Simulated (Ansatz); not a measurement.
We consider CrO₃ (within 0.1 Å of Ama2, No. 40; cell taken from a computed entry), described by PBEsol (PAW; Ansatz, a quantum-chemistry and plane-wave program).

Run with plane-wave cutoff 520 eV, 8×6×8 k mesh (along the axes of the cell as run), Fermi–Dirac smearing 0.01 eV, no spin polarisation, scalar-relativistic PAW data made under PBE.

Cell (relaxed with PBEsol):

```cif
data_Cr2O6
_chemical_formula_sum 'Cr2 O6'
_space_group_name_H-M_alt 'P 1'
_space_group_IT_number 1
_cell_length_a 4.89270
_cell_length_b 5.72892
_cell_length_c 5.16595
_cell_angle_alpha 90.000
_cell_angle_beta 117.806
_cell_angle_gamma 90.000
loop_
_space_group_symop_operation_xyz
  'x, y, z'
loop_
_atom_site_label
_atom_site_type_symbol
_atom_site_fract_x
_atom_site_fract_y
_atom_site_fract_z
_atom_site_occupancy
Cr1 Cr 0.58132 0.50000 0.18164 1
Cr2 Cr 0.40272 0.00000 0.81824 1
O1 O 0.71566 0.00000 0.80441 1
O2 O 0.12861 0.00000 0.49806 1
O3 O 0.62174 0.50000 0.50157 1
O4 O 0.90825 0.50000 0.19632 1
O5 O 0.37985 0.75002 0.99988 1
O6 O 0.37985 0.24998 0.99988 1
```

### Question
What does this level give for the band gap, smallest direct gap on the k points sampled and Γ–Γ gap?

### Answer

* **band gap**: 2.22 eV (indirect)
* **smallest direct gap on the k points sampled**: 2.29 eV
* **Γ–Γ gap**: 2.72 eV

Note: this cell isn't known to be the ambient phase, and symmetry holds it in the calculation.

Static lattice: no zero-point or thermal effects.

It cost around 5 core-minutes (rough) of CPU time.
